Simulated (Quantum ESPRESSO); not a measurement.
Quantum ESPRESSO run on MnO (Fm-3m, 4 atoms in the cell): self-consistent single point.

Method of the run: revPBE+U, SSSP 1.1.2 efficiency (PBE) pseudopotentials (plane waves; Quantum ESPRESSO 7.5).

```
MnO
1.0
    4.49728     2.24864     2.24864
    2.24864     4.49728     2.24864
    2.24864     2.24864     4.49728
Mn O
2 2
Cartesian
  0.00000   0.00000   0.00000
  4.49728   4.49728   4.49728
  2.24864   2.24864   2.24864
  6.74591   6.74591   6.74591
```
Moments meant for the start (each program seeds them in its own way; μB, in the order of the atoms Mn Mn O O): 5.0 -5.0 0.0 0.0.

Reference input (self-consistent single point, DFT, PBE+U, plane waves, SSSP 1.1.2 efficiency (PBE) pseudopotentials): ecutwfc = 55 Ry; ecutrho = 440 Ry; occupations = smearing; smearing = fermi-dirac; degauss = 0.00147 Ry; nspin = 2; potentials = {Mn1: mn_pbe_v1.5.uspp.F.UPF, Mn2: mn_pbe_v1.5.uspp.F.UPF, O: O.pbe-n-kjpaw_psl.0.1.UPF}; K_POINTS = automatic 5 5 5 1 1 1; HUBBARD = atomic; U Mn1-3d 3.9; U Mn2-3d 3.9 eV; conv_thr = 1e-11 Ry; mixing_beta = 0.3. This run's input differs from it in these lines:

```diff
@@ -20,2 +20,3 @@
  starting_magnetization(2) = -0.333
+ input_dft = 'revpbe'
 /
```

Log, with long lists cut:

```
     Self-consistent Calculation

     iteration #  1     ecut=    55.00 Ry     beta= 0.30

     =================== HUBBARD OCCUPATIONS ===================
     ------------------------ ATOM    1 ------------------------
     Tr[ns(  1)] (up, down, total) =   4.94698  0.27046  5.21744
     Atomic magnetic moment for atom   1 =   4.67652
     SPIN  1
     eigenvalues:
       0.987  0.988  0.988  0.992  0.992
     SPIN  2
     eigenvalues:
       0.034  0.034  0.034  0.085  0.085
     ------------------------ ATOM    2 ------------------------
     Tr[ns(  2)] (up, down, total) =   0.27042  4.94703  5.21746
   [... lines left out ...]

     total energy              =    -505.98644949 Ry
     estimated scf accuracy    <          8.0E-10 Ry

     total magnetization       =     0.00 Bohr mag/cell
     absolute magnetization    =     9.53 Bohr mag/cell

     iteration # 15     ecut=    55.00 Ry     beta= 0.30

     negative rho (up, down):  3.801E-04 3.801E-04

     Magnetic moment per site  (integrated on atomic sphere of radius R)
     atom   1 (R=0.168)  charge= 12.6076  magn=  4.2830
     atom   2 (R=0.168)  charge= 12.6076  magn= -4.2830
     atom   3 (R=0.168)  charge=  6.0207  magn=  0.0000
     atom   4 (R=0.168)  charge=  6.0207  magn=  0.0000
     End of self-consistent calculation

     =================== HUBBARD OCCUPATIONS ===================
     ------------------------ ATOM    1 ------------------------
     Tr[ns(  1)] (up, down, total) =   4.98830  0.45024  5.43853
     Atomic magnetic moment for atom   1 =   4.53806
     SPIN  1
     eigenvalues:
       0.997  0.997  0.998  0.998  0.998
     SPIN  2
     eigenvalues:
       0.048  0.049  0.049  0.152  0.152
     ------------------------ ATOM    2 ------------------------
     Tr[ns(  2)] (up, down, total) =   0.45024  4.98830  5.43853
     Atomic magnetic moment for atom   2 =  -4.53806
     SPIN  1
     eigenvalues:
       0.048  0.049  0.049  0.152  0.152
     SPIN  2
     eigenvalues:
       0.997  0.997  0.998  0.998  0.998

     Number of occupied Hubbard levels =   10.8771

   [... lines left out ...]
     the Fermi energy is    12.1625 ev
!    total energy              =    -505.98644950 Ry
     total magnetization       =     0.00 Bohr mag/cell
     absolute magnetization    =     9.53 Bohr mag/cell
     Total force =     0.000000     Total SCF correction =     0.000000
   [... lines left out ...]

     negative rho (up, down):  3.801E-04 3.801E-04
          total   stress  (Ry/bohr**3)                   (kbar)     P=       74.46
   0.00050617  -0.00006453  -0.00006453           74.46       -9.49       -9.49
  -0.00006453   0.00050617  -0.00006453           -9.49       74.46       -9.49
  -0.00006453  -0.00006453   0.00050617           -9.49       -9.49       74.46

   JOB DONE.
```

The run converged in 15 iterations. Against the reference run the pressure goes from 3.94 to 7.45 GPa and the gap on the mesh goes from 1.689 to 1.762 eV.

The starting cell has typed, rounded lattice constants, without a prior relaxation at this level. Its lattice was rescaled by a random factor within 2.5 % of one. The magnetic order is the one reached from the typed start; others were not searched systematically. With U or open f shells several self-consistent states can exist. With a pressure of about 7 GPa the cell is away from its equilibrium volume at this level. The shifted mesh does not hold Γ, so a gap read on it misses any band edge there.

Cost on one core of a shared machine: roughly 3 min.
